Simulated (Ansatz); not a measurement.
## zinc-blende ZnS (0 0 1) on cubic SrTiO3 (0 0 1) (film strained to the substrate, started from cuts of the bulks and a machine-learned relaxation; metallic at this level, with no gap by band count; slabs Sr4O10Ti3 and S6Zn5, which can lie off the formulas)

A periodic stack without vacuum, zinc-blende ZnS (0 0 1) on cubic SrTiO3 (0 0 1) (film strained to the substrate, started from cuts of the bulks and a machine-learned relaxation; metallic at this level, with no gap by band count; slabs Sr4O10Ti3 and S6Zn5, which can lie off the formulas): substrate slab Sr4O10Ti3, film S6Zn5, surface cells [[0, 1], [-1, 0]] and [[1, 0], [1, 1]], film strained by +2.3 and +2.3 %, outermost planes OSr/OSr and S/S as cut, which need not be the usual terminations and can put a slab off its formula.

The start was prepared with a machine-learned potential, and the result is one local minimum, with the in-plane cell held and forces under 0.04 eV/Å; the film can end far from its bulk form.

Level of theory: PBE (plane waves to 420 eV, PAW; Ansatz, a program for electronic structure). No spin–orbit coupling; the runs are not spin-polarised; PBE gaps are too small against experiment. Its k-point mesh 6×6×1, Fermi–Dirac width 0.05 eV.

- interface area = 15.5 Å²
- period = 30.51 Å
- heights between the nearest atoms of the two slabs at the two interfaces = 2.92 and 2.65 Å
- S–Sr contacts across the interfaces within 1.22 times the sum of covalent radii = 3, mean 3.22 Å

```yaml
crystal:
  lattice:
    - [3.93626, 0.00023, -0.06631]
    - [0.00029, 3.93667, 0.03142]
    - [-0.50347, -0.08879, 30.52384]
  atoms:
    - { symbol: Sr, position: [0.90837, 0.00650, 0.03984] }
    - { symbol: O, position: [0.40723, 0.52671, 0.04220] }
    - { symbol: Sr, position: [0.93934, 0.01342, 0.16926] }
    - { symbol: Ti, position: [0.42282, 0.51110, 0.10225] }
    - { symbol: O, position: [0.92443, 0.51780, 0.10614] }
    - { symbol: O, position: [0.42344, 0.01851, 0.10584] }
    - { symbol: O, position: [0.44229, 0.51560, 0.17132] }
    - { symbol: Sr, position: [0.96951, 0.01046, 0.30030] }
    - { symbol: Ti, position: [0.45352, 0.51256, 0.23499] }
    - { symbol: O, position: [0.95950, 0.51214, 0.23495] }
    - { symbol: O, position: [0.45969, 0.01247, 0.23507] }
    - { symbol: O, position: [0.47703, 0.51003, 0.29875] }
    - { symbol: Sr, position: [0.98951, 0.00589, 0.42815] }
    - { symbol: Ti, position: [0.48156, 0.50807, 0.36774] }
    - { symbol: O, position: [0.99245, 0.50754, 0.36405] }
    - { symbol: O, position: [0.49112, 0.00765, 0.36397] }
    - { symbol: O, position: [0.51716, 0.50494, 0.42804] }
    - { symbol: S, position: [0.78097, 0.49641, 0.60932] }
    - { symbol: S, position: [0.25007, 0.99971, 0.52382] }
    - { symbol: S, position: [0.82982, 0.48932, 0.78152] }
    - { symbol: S, position: [0.30597, 0.99297, 0.69532] }
    - { symbol: S, position: [0.87804, 0.47432, 0.95308] }
    - { symbol: S, position: [0.35373, 0.98448, 0.86741] }
    - { symbol: Zn, position: [0.79420, 0.99472, 0.65138] }
    - { symbol: Zn, position: [0.26957, 0.49797, 0.56368] }
    - { symbol: Zn, position: [0.84274, 0.98753, 0.82546] }
    - { symbol: Zn, position: [0.31839, 0.49122, 0.73841] }
    - { symbol: Zn, position: [0.36752, 0.48292, 0.91315] }
```
